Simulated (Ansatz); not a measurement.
AlN (P6_3mc), PBE with spin-orbit coupling, rigid bands run with Ansatz (a first-principles code): N_v = 6.02e19 cm⁻³ at 300 K and a hole conductivity mass of 0.418 mₑ along z (a = (3.11, 0.00, 0.00) Å; b = (-1.56, 2.70, 0.00) Å; c = (0.00, 0.00, 4.98) Å).

Q: For 1e16 holes per cm³ at 300 K, place the Fermi level, estimate the Seebeck coefficient of a parabolic band with constant τ, and give mobility and conductivity for τ = 20 fs.

A: The level lies k_BT ln(N_v/p) = 0.225 eV above the valence-band maximum. S ≈ +(k_B/e)[ln(N_v/p) + 5/2] = 965 μV/K, against 969 μV/K from the full bands (mean over directions). μ = eτ/m = 84.2 cm²/(V·s) and σ = peμ = 0.135 S/cm. τ is assumed, not computed.

Band transport and this doping are assumed; polarons and phonon drag are left out. Geometry: cell and atoms relaxed with PBEsol.
